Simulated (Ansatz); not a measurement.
# How the smallest direct gap on the k points sampled of Ta2O5 (within 0.1 Å of Cmmm, No. 65, 7 atoms in the cell; start mp-1238961) moves with the method

No measured value is used here.

```tsv
level (code)	value (eV)
LDA (Ansatz)	2.73
PBEsol (Ansatz)	…
PBEsol+SOC (Ansatz)	2.74
r²SCAN+SOC (Ansatz)	3.28
r²SCAN0 (Ansatz)	5.30
```

Q: Complete the blanks.

A: 
- PBEsol (Ansatz, an electronic-structure program), value (eV): 2.78

At these levels the smallest gap is indirect and lower: LDA 2.10, PBEsol 2.16, PBEsol+SOC 2.14, r²SCAN+SOC 2.65, r²SCAN0 4.73 eV. Computed values are for a static lattice. Spin–orbit coupling is included only where a level's name says +SOC; with heavier elements it mostly lowers gaps and can invert bands.  Values are at the PBEsol cell. Cutoffs and k meshes differ between the levels. Ansatz's density-functional and Hartree–Fock values are scalar-relativistic unless marked +SOC, with PAW data made under PBE.

A start named mp-… is a Materials Project structure, which need not be a measured phase.
